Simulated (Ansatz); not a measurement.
CsNO3 (within 0.1 Å of P3₁, No. 144; cell taken from a computed entry) was calculated with r²SCAN in Ansatz (PAW).

Numerical settings: plane-wave cutoff 500 eV, 6×4×4 k mesh (along the axes of the cell as run), Fermi–Dirac smearing 0.05 eV, scalar-relativistic PAW data made under PBE.

Cell (relaxed at this level):

```xyz
45
Lattice="7.7084 0.0005 0.0009 -0.0007 10.8812 -0.0002 -0.0007 -5.4405 9.4234" Properties=species:S:1:pos:R:3 pbc="T T T"
Cs     2.7137    -1.8253     7.3337
Cs     2.8788     9.1127     1.1087
Cs     0.1440     1.8233     7.3376
Cs     5.4480     5.3655     7.3380
Cs     2.5909     3.5759     4.0734
Cs     5.1606     5.5661     1.0608
Cs     0.3099     1.8444     0.9776
Cs     0.0211     7.1801     4.2898
Cs     5.2833     0.0028     4.1763
N      1.0598     5.4119     1.2721
N      1.8388     5.5109     7.5444
N      4.4093     1.5927     1.0007
N      6.9783     9.2193     0.8796
N      6.1988     3.8368     4.1011
N      3.6288     7.0736     4.0509
N      1.2422    -0.3250     4.4201
N      6.3805    -1.4497     7.4954
N      3.8113     1.7758     6.9324
O      5.8946     2.9581     3.2640
O      4.7082     2.5300     0.2281
O      5.1390     0.5628     1.0364
O      0.4598    -0.7155     5.3317
O      0.3617     4.8216     2.1427
O      3.3243     6.7879     5.2304
O      4.7833     2.4152     6.4602
O      3.6073     1.7211     8.1579
O     -0.0012     4.2625     9.3925
O      5.5985    -0.4647     7.3780
O      7.2768     9.4197     2.0778
O      2.0395     4.8229     0.7699
O      7.1784     3.6968     4.8625
O      0.7552     6.5762     0.9298
O      5.9726     8.5515     0.5633
O      3.0291     1.1813     6.1384
O      2.5690    -4.8247     8.4188
O      5.5003     4.8858     4.1770
O      0.8331     6.1188     7.1241
O      6.1762    -2.4833     6.8348
O      2.9307     6.6148     3.1044
O      4.6085     7.8030     3.7918
O      1.0382     0.7638     3.8549
O      2.1375     4.3732     7.1188
O      2.2143    -1.0536     4.1025
O      7.3526    -1.3610     8.2852
O      3.4035     1.6528     1.7370
```

Question: Give the computed band gap.

Answer: 
band gap: 3.99 eV (on the SCF k mesh)

Spin–orbit coupling is not included.

Static lattice: no zero-point or thermal effects.

Ansatz is a program for electronic structure.
